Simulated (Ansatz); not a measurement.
Start from BaTiO$_{3}$ (space group P4mm, No. 99; a = 3.9723 Å, c = 4.1128 Å).

Method: Kohn–Sham DFT with the r2SCAN functional, run in Ansatz (a first-principles code) with PAW and 500 eV plane waves, without spin-orbit coupling.

Base values:

```
Quantity        Value
---------  ----------
c/a ratio       1.035
Band gap      2.23 eV
Density    5.97 g/cm³
```

One thing is altered: hydrostatic tension (pressure −2 GPa).

How does this affect the c/a ratio?

The c/a ratio goes up by 0.015 (1.035 → 1.050).

Estimate the effect on the band gap.

The band gap shrinks by 0.02 eV, from 2.23 eV to 2.21 eV.

How does this affect the density?

The density drops by 0.114 g/cm³ (5.97 g/cm³ → 5.85 g/cm³).

Load acts through the strain it causes; cell and atoms are relaxed under it. Whether these cells are dynamically stable was not tested. All final runs are without spin polarisation.
